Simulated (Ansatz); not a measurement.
The starting structures come from a database of crystals and need not be the phases stable at ambient conditions.

Tunnelling through a barrier is set by its complex band structure: the current falls as exp(−2κd) with the smallest κ.

Data:

```
MoPb2O5
1.0
    5.81718     0.00000     0.00000
    0.00000     7.35281     0.00000
    2.90859    -2.83858     6.52533
Mo Pb O
2 4 10
Direct
  0.16932   0.34044   0.66136
  0.83068   0.65956   0.33864
  0.48763   0.25541   0.02474
  0.51237   0.74459   0.97526
  0.86353   0.11273   0.27294
  0.13647   0.88727   0.72706
  0.25301   0.00000   0.00000
  0.74699   0.00000   0.00000
  0.29976   0.30541   0.40048
  0.70024   0.69459   0.59952
  0.09633   0.77893   0.29164
  0.90367   0.22107   0.70836
  0.38797   0.22107   0.70836
  0.61203   0.77893   0.29164
  0.08973   0.59978   0.82054
  0.91027   0.40022   0.17946
```

Space group of this cell: C2/m. The cell is taken as given.

Transport runs along the normal of the first two printed cell vectors.

No gap correction and no spin-orbit coupling; mid-gap values are interpolated between computed energies.

Question: Compute, with r2SCAN in Ansatz (a first-principles code), the band gap and the smallest decay constant κ at mid-gap.

Answer: Gap 3.11 eV on a 6×6×6 mesh; κ = 0.391 1/Å, at the zone centre.
